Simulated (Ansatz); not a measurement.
The starting structures come from a database of crystals and need not be the phases stable at ambient conditions.

 Where the default PAW files enter, the runs use the earlier of Ansatz's two default sets.

Input:

```yaml
crystal:
  lattice:
    - [6.19220, 0.00000, 0.00000]
    - [0.00000, 8.75710, 0.00000]
    - [3.09610, 4.37855, 3.09610]
  atoms:
    - { symbol: K, position: [0.00000, 0.50000, 0.00000] }
    - { symbol: Rb, position: [0.50000, 0.75000, 0.00000] }
    - { symbol: Rb, position: [0.50000, 0.25000, 0.00000] }
    - { symbol: Ga, position: [0.00000, 0.00000, 0.00000] }
    - { symbol: F, position: [0.43312, 0.21656, 0.56688] }
    - { symbol: F, position: [0.56688, 0.78344, 0.43312] }
    - { symbol: F, position: [0.00000, 0.78344, 0.43312] }
    - { symbol: F, position: [0.00000, 0.21656, 0.56688] }
    - { symbol: F, position: [0.00000, 0.21656, 0.00000] }
    - { symbol: F, position: [0.00000, 0.78344, 0.00000] }
```

Space group of this cell: Fm-3m. The cell is taken as given.

Transport runs along the normal of the first two printed cell vectors, the (110) plane of the conventional cell.

The gap is the functional's own, uncorrected, and κ follows it; spin-orbit coupling is left out. Mid-gap values are interpolated between the computed energies.

Problem. Predict the band gap and the smallest decay constant κ at mid-gap from Ansatz (a first-principles code) with r2SCAN.

Solution. Gap 7.18 eV on a 10×10×10 mesh; κ = 0.527 1/Å, at the zone centre.
